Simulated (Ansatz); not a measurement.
Pt₃In (Pm-3m), PBEsol, DFPT electron-phonon coupling, linearised Boltzmann equation (Ansatz, an electronic-structure program). Phonon-limited resistivity 19.8 μΩ·cm at 300 K, Drude plasma energy 4.92 eV.

Problem. What Drude relaxation time do resistivity and plasma energy imply?

Solution. ω_p = 7.47e15 s⁻¹, so τ = 1/(ε₀ ω_p² ρ) = 10.2 fs, a damping ħ/τ of 64.5 meV.

Problem. What is the classical skin depth at 10 GHz (nonmagnetic, μ₀ = 1.257×10⁻⁶ H/m)?

Solution. δ = √(ρ/(π f μ₀)) = 2240 nm.

A metal at this level (no band gap). Only scattering by harmonic phonons is included (no impurities, grain boundaries, electron-electron scattering or thermal expansion). Spin-orbit coupling is left out, which matters with elements this heavy. The run warned that the eigensolver left some states short of its tolerance. Halving the electron mesh (20x20x20) moves the resistivity by up to 2 % at 300 K. Smearing 0.20 eV; phonons on a 4x4x4 q mesh, which this run doesn't test.

Formula and space group known from diffraction (Crystallography Open Database), not checked to be the room-temperature form: Pt3In (Pm-3m).
